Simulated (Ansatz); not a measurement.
**tetragonal WSi2 (0 0 1) on zinc-blende GaSb (0 0 1) (film strained to the substrate, started from cuts of the bulks and a machine-learned relaxation; slabs Ga6Sb5 and W6Si16, which can lie off the formulas)**

A periodic stack without vacuum, tetragonal WSi2 (0 0 1) on zinc-blende GaSb (0 0 1) (film strained to the substrate, started from cuts of the bulks and a machine-learned relaxation; slabs Ga6Sb5 and W6Si16, which can lie off the formulas): substrate slab Ga6Sb5, film W6Si16, surface cells [[1, 0], [1, 1]] and [[-1, 1], [-1, -1]], film strained by -3.8 and -3.8 %, outermost planes Ga/Ga and Si/Si as cut, which need not be the usual terminations and can put a slab off its formula.

The start was prepared with a machine-learned potential, and the result is one local minimum, with the in-plane cell held and forces under 0.04 eV/Å; the film can end far from its bulk form.

All values below come from PBE (plane waves to 420 eV, PAW; Ansatz, a first-principles code). Spin–orbit coupling is left out; the runs are not spin-polarised. Its k-point mesh 7×7×1, Fermi–Dirac width 0.05 eV.

- interface area: 19.3 Å²
- period: 32.72 Å
- heights between the nearest atoms of the two slabs at the two interfaces: 1.77 and 1.78 Å
- Ga–Si contacts across the interfaces within 1.22 times the sum of covalent radii: 4, mean 2.50 Å

```xyz
33
Lattice="4.3929 0.0001 0.0177 0.0001 4.3927 -0.0460 -0.2315 -1.8139 32.7418" Properties=species:S:1:pos:R:3 pbc="T T T"
Ga    -0.2546    -0.1348     4.0402
Ga     1.9221     2.0144     0.8332
Ga    -0.2773    -0.0666    10.2630
Ga     1.9334     2.0966     7.1394
Ga    -0.3599     0.0523    16.5678
Ga     1.9050     2.1618    13.3624
Sb    -0.2735     2.0437     2.4398
Sb    -0.2694     2.1130     8.6855
Sb     1.9365    -0.1165     5.6064
Sb    -0.3006     2.2202    14.9301
Sb     1.9120    -0.0508    11.8280
W      0.6274     1.1860    25.0592
W      2.8251    -1.0059    25.0911
Si     0.8352    -1.1757    18.3756
Si     2.6633     1.2054    18.3383
Si     0.5965     1.1093    19.6767
Si     2.9004    -1.0429    19.6947
W      0.6576    -1.0557    21.0700
W      2.8276     1.1547    21.0513
Si     0.6318     1.1582    22.3780
Si     2.8421    -1.0322    22.4084
Si     0.6352    -1.0231    23.7351
Si     2.8280     1.1759    23.7205
Si     0.6223    -0.9967    26.4294
Si     2.8197     1.2050    26.4153
Si     0.6209     1.2095    27.7410
Si     2.8112    -0.9736    27.7726
W      0.6059    -0.9793    29.0969
W      2.8165     1.2434    29.0823
Si     0.6299     1.1916    30.4483
Si     2.7832    -0.8975    30.4803
Si     0.5144    -1.1223    31.8044
Si     2.8934     1.4475    31.7826
```
